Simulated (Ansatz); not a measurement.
Consider Ta in the bcc (W type) structure (space group Im-3m, No. 229; a = 3.254 Å; relaxed with 0.1 eV smearing). Axes: x, y, z lie along the cube axes.

Computed with plane-wave PAW DFT at the LDA level (Ansatz, an electronic-structure program, 420 eV), without spin-orbit coupling.

Strains are applied to the cell and any free atomic positions relax; under biaxial strain the out-of-plane vector relaxes too.

One change was made to it. Results:

```json
[
 {"quantity": "energy relative to the base (free energy F)", "base": "0 meV/atom", "after": "+29 meV/atom"},
 {"quantity": "shortest interatomic distance", "base": "2.818 Å", "after": "2.798 Å"},
 {"quantity": "pressure (mean of the normal stresses, compression positive)", "base": "0.0 GPa", "after": "6.0 GPa"}
]
```

Q: Which of these changes matches the shifts?
(A) biaxial strain −1.50 %, plane normal [001], relaxed out of plane
(B) biaxial strain −2.00 %, plane normal [001], relaxed out of plane
(C) biaxial strain −3.00 %, plane normal [001], relaxed out of plane
(D) biaxial strain +1.00 %, plane normal [001], relaxed out of plane

A: C, biaxial strain −3.00 %, plane normal [001], relaxed out of plane. For comparison, the energy relative to the base in the other runs: biaxial strain −1.50 %, plane normal [001], relaxed out of plane gives +6.9 meV/atom; biaxial strain −2.00 %, plane normal [001], relaxed out of plane gives +12 meV/atom; biaxial strain +1.00 %, plane normal [001], relaxed out of plane gives +2.8 meV/atom.

Whether these cells are dynamically stable was not tested. All final runs are without spin polarisation.
